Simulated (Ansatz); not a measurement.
The starting structures come from a database of crystals and need not be the phases stable at ambient conditions.

Inside the gap of an insulator the Bloch states are evanescent, with a wavenumber k + iκ along the transport direction.

Given:

```xyz
16
Lattice="3.8811 0.0000 0.0000 0.0000 10.3095 0.0000 1.9406 0.0000 5.1385" Properties=species:S:1:pos:R:3 pbc="T T T"
Ta     1.9406     7.7321     3.1138
Ta     3.8811     2.5774     2.0247
Ta     3.8811     9.6903     1.3696
Ta     1.9406     0.6192     3.7689
Ta     1.9406     4.5355     3.7689
Ta     3.8811     5.7739     1.3696
N      1.9406     9.0843     4.6544
N      3.8811     1.2252     0.4842
N      3.8811     3.9295     0.4842
N      1.9406     6.3799     4.6544
N      3.8811     0.7638     3.1663
N      1.9406     9.5456     1.9723
N      1.9406     5.9186     1.9723
N      3.8811     4.3909     3.1663
N      1.9406     2.5774     2.7051
N      3.8811     7.7321     2.4334
```

Space group of this cell: Cmcm. The cell is taken as given; by r2SCAN its mean pressure is -1.4 GPa.

Transport runs along the normal of the first two printed cell vectors.

No gap correction and no spin-orbit coupling; mid-gap values are interpolated between computed energies.

Problem. Compute, with Ansatz (a first-principles code) with r2SCAN, the band gap and the smallest decay constant κ at mid-gap.

Solution. Gap 1.60 eV on a 8×4×8 mesh; κ = 0.233 1/Å, at (0.500, 0.000) of the in-plane reciprocal vectors. At the zone centre, at the nearest computed energy, the slowest state has κ = 0.33 1/Å.
